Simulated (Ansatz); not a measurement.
Start from Cs2AgBiBr6 (space group Fm-3m, No. 225).

Space group Fm-3m (No. 225); a = 11.187 Å, b = 11.187 Å, c = 11.187 Å, α = 90.00°, β = 90.00°, γ = 90.00°

```tsv
atom	site	symmetry	x	y	z
Bi	4a	m-3m	0.0000	0.0000	0.0000
Ag	4b	m-3m	0.5000	0.5000	0.5000
Cs	8c	-43m	0.2500	0.2500	0.2500
Br	24e	4m.m	0.0000	0.0000	0.2539
```
(The calculation used a cell of 10 atoms; values per cell refer to that cell.)

All numbers come from DFT with PBEsol, PAW potentials and a 420 eV plane-wave cutoff in Ansatz (a program for electronic structure), scalar-relativistic without spin-orbit coupling.

Base values:

| Item | Value |
|---|---|
| Hole mass | 0.17 mₑ along k, 0.69 mₑ across (at X) |
| Smallest direct gap | 2.23 eV |

Perturbation: an isotropic linear strain of −3.00 %; the atoms relax in the strained cell.

Estimate the effect on the hole mass.

The hole mass becomes 0.14 mₑ along k, 0.58 mₑ across (at X) (base: 0.17 mₑ along k, 0.69 mₑ across (at X)).

Estimate the effect on the smallest direct gap.

The smallest direct gap grows by 0.06 eV, from 2.23 eV to 2.29 eV.

Spin-orbit coupling, missing from the scalar runs, can matter with Bi. Effective masses come from finite differences of ±0.01 Å⁻¹. Along k means along the line from Γ to the band edge. No phonon test of stability was made.
